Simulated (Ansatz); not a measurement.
Effect of Mo → Re on MoS2

Base system: MoS2 in the 2H-MoS2 type structure (space group P6_3/mmc, No. 194; a = 3.173 Å, c = 12.437 Å; layered, stacked along the Cartesian z axis).

The change: full substitution Mo → Re, then cell and atoms are relaxed.

Computed with plane-wave PAW DFT at the r2SCAN+rVV10 level (Ansatz, an electronic-structure program, 500 eV), scalar-relativistic without spin-orbit coupling, earlier PAW set. Settings: 16×16×4 k-points, 0.05 eV Fermi–Dirac smearing, for the changed cell.

```csv
quantity,base,changed,shift
lattice parameter a,317.3 pm,324.2 pm,+6.9 pm
c/a ratio,3.919,3.692,-0.227
space group,P6_3/mmc (No. 194),P6_3/mmc (No. 194),–
shortest interatomic distance,240.4 pm,239.0 pm,-1.35 pm
band gap,1.01 eV,zero,–
magnetic state,not spin-polarised,ferromagnetic,–
largest site moment,0.00 μB,0.57 μB,+0.57 μB
```

Final structure:

```
CELL_PARAMETERS angstrom
      3.24208     0.00000     0.00000
     -1.62104     2.80772     0.00000
      0.00000     0.00000    11.96952
ATOMIC_POSITIONS crystal
  Re 0.33333 0.66667 0.25000
  Re 0.66667 0.33333 0.75000
  S  0.33333 0.66667 0.62584
  S  0.66667 0.33333 0.12584
  S  0.66667 0.33333 0.37416
  S  0.33333 0.66667 0.87416
```

Other magnetic orders, which the real material may have, were not ruled out. Whether these cells are dynamically stable was not tested. As relaxed here, ReS2 is a hypothetical phase, not in the database extracts checked.
